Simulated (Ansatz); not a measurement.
# GaN, response to strain

Consider GaN in the zinc blende structure (space group F-43m, No. 216).

```cif
data_Ga4N4
_chemical_formula_sum 'Ga4 N4'
_space_group_name_H-M_alt 'F-43m'
_space_group_IT_number 216
_space_group_name_Hall 'F -4 2 3'
_cell_length_a 4.49791
_cell_length_b 4.49791
_cell_length_c 4.49791
_cell_angle_alpha 90.000
_cell_angle_beta 90.000
_cell_angle_gamma 90.000
loop_
_atom_site_label
_atom_site_type_symbol
_atom_site_symmetry_multiplicity
_atom_site_Wyckoff_symbol
_atom_site_fract_x
_atom_site_fract_y
_atom_site_fract_z
_atom_site_occupancy
Ga1 Ga 4 a 0.00000 0.00000 0.00000 1
N1 N 4 d 0.75000 0.75000 0.75000 1
```
(The calculation used a cell of 2 atoms; values per cell refer to that cell.)

Strains are applied to the cell and any free atomic positions relax.

The values are results of r2SCAN in Ansatz (plane waves to 500 eV, PAW, without spin-orbit coupling), not measurements.

Notes on the quantities. hole mass: degenerate bands, along [100]; energy relative to the base: free energy F.

```json
[
 {"variant": "base", "band gap": "2.17 eV", "hole mass": "0.18, 0.86, 0.86 mₑ (at Γ)", "pressure": "0.00 GPa", "energy relative to the base": "0 meV/atom"},
 {"variant": "isotropic strain +0.50 %", "band gap": "2.07 eV", "hole mass": "___", "pressure": "-2.85 GPa", "energy relative to the base": "___"},
 {"variant": "isotropic strain +1.00 %", "band gap": "1.97 eV", "hole mass": "0.16, 0.87, 0.87 mₑ (at Γ)", "pressure": "___", "energy relative to the base": "+6.1 meV/atom"},
 {"variant": "isotropic strain +1.50 %", "band gap": "1.87 eV", "hole mass": "0.16, 0.88, 0.88 mₑ (at Γ)", "pressure": "-7.97 GPa", "energy relative to the base": "+13 meV/atom"},
 {"variant": "isotropic strain +2.00 %", "band gap": "1.77 eV", "hole mass": "0.15, 0.89, 0.89 mₑ (at Γ)", "pressure": "___", "energy relative to the base": "+24 meV/atom"},
 {"variant": "isotropic strain +2.50 %", "band gap": "1.67 eV", "hole mass": "0.14, 0.90, 0.90 mₑ (at Γ)", "pressure": "-12.39 GPa", "energy relative to the base": "+36 meV/atom"},
 {"variant": "isotropic strain +3.00 %", "band gap": "1.57 eV", "hole mass": "0.14, 0.90, 0.90 mₑ (at Γ)", "pressure": "-14.37 GPa", "energy relative to the base": "+51 meV/atom"}
]
```

Problem. Some entries are withheld; estimate them.

Solution. 
- isotropic strain +0.50 %, hole mass: 0.17, 0.86, 0.86 mₑ (at Γ)
- isotropic strain +0.50 %, energy relative to the base: +1.5 meV/atom
- isotropic strain +1.00 %, pressure: -5.50 GPa
- isotropic strain +2.00 %, pressure: -10.26 GPa

Effective masses come from finite differences of ±0.01 Å⁻¹. Stability against distortions was not tested. This is not the structure that GaN has at room temperature and ambient pressure.

Ansatz is a program for electronic structure.
